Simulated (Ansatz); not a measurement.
# Hypothetical bcc (W type) B, pressure series

Take B in the bcc (W type) structure (space group Im-3m, No. 229; a hypothetical phase, not in the database extracts checked) as the base.

```
B
1.0
   -1.15333     1.15333     1.15333
    1.15333    -1.15333     1.15333
    1.15333     1.15333    -1.15333
B
1
Direct
  0.00000   0.00000   0.00000
```

Cell and atoms are relaxed at each pressure.

Levels (all Ansatz, a quantum-chemistry and plane-wave program, PAW): PBE (420 eV, no SOC); PBEsol (420 eV, no spin-orbit coupling).

The base cell above is that of PBE; each level relaxes its own structures.

```json
[
 {"case": "pressure −2 GPa", "lattice parameter a, PBE": "2.313 Å", "lattice parameter a, PBEsol": "2.303 Å"},
 {"case": "pressure −1 GPa", "lattice parameter a, PBE": "2.310 Å", "lattice parameter a, PBEsol": "2.300 Å"},
 {"case": "pressure 0.3 GPa", "lattice parameter a, PBE": "2.306 Å", "lattice parameter a, PBEsol": "2.296 Å"},
 {"case": "pressure 0.7 GPa", "lattice parameter a, PBE": "2.304 Å", "lattice parameter a, PBEsol": "2.295 Å"},
 {"case": "pressure 1.5 GPa", "lattice parameter a, PBE": "2.302 Å", "lattice parameter a, PBEsol": "2.292 Å"},
 {"case": "pressure 3 GPa", "lattice parameter a, PBE": "2.297 Å", "lattice parameter a, PBEsol": "2.288 Å"},
 {"case": "pressure 5 GPa", "lattice parameter a, PBE": "2.291 Å", "lattice parameter a, PBEsol": "2.282 Å"},
 {"case": "pressure 7.5 GPa", "lattice parameter a, PBE": "2.284 Å", "lattice parameter a, PBEsol": "2.275 Å"},
 {"case": "pressure 10 GPa", "lattice parameter a, PBE": "2.276 Å", "lattice parameter a, PBEsol": "2.268 Å"}
]
```

PBE lies above PBEsol in every row, by 0.008 Å to 0.010 Å. They put the cases in the same order.

Load acts through the strain it causes; cell and atoms are relaxed under it. Stability against distortions was not tested. No other phases were tried under pressure.
